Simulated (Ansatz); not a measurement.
Ta2N, pressure series

Base system: Ta$_{2}$N in the anti-CdI2 type structure (space group P-3m1, No. 164).

```
CELL_PARAMETERS angstrom
      3.06666     0.00000     0.00000
     -1.53333     2.65580     0.00000
      0.00000     0.00000     4.88450
ATOMIC_POSITIONS crystal
  N  0.00000 0.00000 0.00000
  Ta 0.33333 0.66667 0.25706
  Ta 0.66667 0.33333 0.74294
```

Cell and atoms are relaxed at each pressure.

The values are results of r2SCAN+rVV10, PAW, 500 eV (Ansatz, a quantum-chemistry and plane-wave program; no spin-orbit coupling), not measurements.

```json
[
 {"pressure (GPa)": "-2", "volume per atom (Å³/atom)": "13.352"},
 {"pressure (GPa)": "-1", "volume per atom (Å³/atom)": "13.306"},
 {"pressure (GPa)": "0", "volume per atom (Å³/atom)": "13.261"},
 {"pressure (GPa)": "0.9", "volume per atom (Å³/atom)": "13.221"},
 {"pressure (GPa)": "2.1", "volume per atom (Å³/atom)": "13.169"},
 {"pressure (GPa)": "4.5", "volume per atom (Å³/atom)": "13.068"},
 {"pressure (GPa)": "9", "volume per atom (Å³/atom)": "12.888"},
 {"pressure (GPa)": "22.5", "volume per atom (Å³/atom)": "?"},
 {"pressure (GPa)": "30", "volume per atom (Å³/atom)": "12.188"}
]
```

Task: Fit the third-order Birch–Murnaghan form P(V) = (3B₀/2)[(V₀/V)^(7/3) − (V₀/V)^(5/3)]·[1 + (3/4)(B₀′ − 4)((V₀/V)^(2/3) − 1)] (squares taken in P) to the rows shown and predict the withheld row.

Result: Least squares on the printed values gives V₀ = 13.261 Å³/atom, B₀ = 297 GPa, B₀′ = 4.3; this predicts 12.416 Å³/atom, and the run gives 12.416 Å³/atom, in agreement.

Load acts through the strain it causes; cell and atoms are relaxed under it. No phonon test of stability was made. No other phases were tried under pressure. The final runs are not spin-polarised. An odd electron count without spin: Ta2N.
